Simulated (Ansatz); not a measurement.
Base system: Rh in the fcc (Cu type) structure (space group Fm-3m, No. 225; a = 3.780 Å).

Calculations: PBEsol, PAW, 420 eV (Ansatz, a program for electronic structure; no spin-orbit coupling), earlier PAW set.

Base values:

The lattice parameter a comes out as 3.780 Å.

Modification: every Rh is replaced by C; the structure is relaxed again.

### Question
What happens to the lattice parameter a?

### Answer
The lattice parameter a falls by 0.744 Å, from 3.780 Å to 3.036 Å.

Whether these cells are dynamically stable was not tested. As relaxed here, C is a hypothetical phase, not in the database extracts checked. All final runs are without spin polarisation.
